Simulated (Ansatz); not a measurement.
The parent structure is LaB6 (space group Pm-3m, No. 221; a = 4.155 Å).

Computed with Kohn–Sham DFT with the PBE functional, run in Ansatz (a quantum-chemistry and plane-wave program) with PAW and 420 eV plane waves, without spin-orbit coupling.

Base values:

```
Quantity               Value
-------------------  -------
Lattice parameter a  4.155 Å
```

One thing is altered: Hg takes the place of B on all its sites; the structure is relaxed again.

### Question
What happens to the lattice parameter a?

### Answer
The lattice parameter a increases by 2.753 Å, from 4.155 Å to 6.908 Å.

No phonon test of stability was made. As relaxed here, LaHg6 is a hypothetical phase, not in the database extracts checked. All final runs are without spin polarisation. An odd electron count without spin: LaHg6 and LaB6.
